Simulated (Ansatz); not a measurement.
Reference: Na3OBr (Pm-3m), PBEsol, rigid bands (plane waves, PAW, scalar-relativistic; Ansatz, a quantum-chemistry and plane-wave program); geometry: cell and atoms relaxed with PBEsol.

```xyz
5
Lattice="4.5423 0.0000 0.0000 0.0000 4.5423 0.0000 0.0000 0.0000 4.5423" Properties=species:S:1:pos:R:3 pbc="T T T"
Na     0.0000     2.2711     2.2711
Na     2.2711     0.0000     2.2711
Na     2.2711     2.2711     0.0000
Br     0.0000     0.0000     0.0000
O      2.2711     2.2711     2.2711
```

- band gap: 1.94 eV
- electron conductivity mass: 0.31 mₑ
- Seebeck coefficient, n-type 1e19 cm⁻³: -156 μV/K

### Question
Swap Na for Li, keeping the structure type. How do these values move?

### Answer
Li3OBr (Pm-3m): volume per atom 18.7 to 12.2 Å³; band gap rises (1.94 eV to 4.32 eV); electron conductivity mass rises (0.31 mₑ to 0.40 mₑ); Seebeck coefficient, n-type 1e19 cm⁻³ rises in size (-156 μV/K to -297 μV/K).

Moves up to 5 % count as about the same. Masses are for dilute carriers at 300 K, harmonic means over directions unless an axis is named. Seebeck coefficients are for the stated density at 300 K, with one relaxation time for all states and whether or not that doping can be reached. Spin-orbit coupling is left out.

Computed structure with no diffraction record at hand here (it may be known, metastable or hypothetical): Li3OBr (Pm-3m), Na3OBr (Pm-3m).
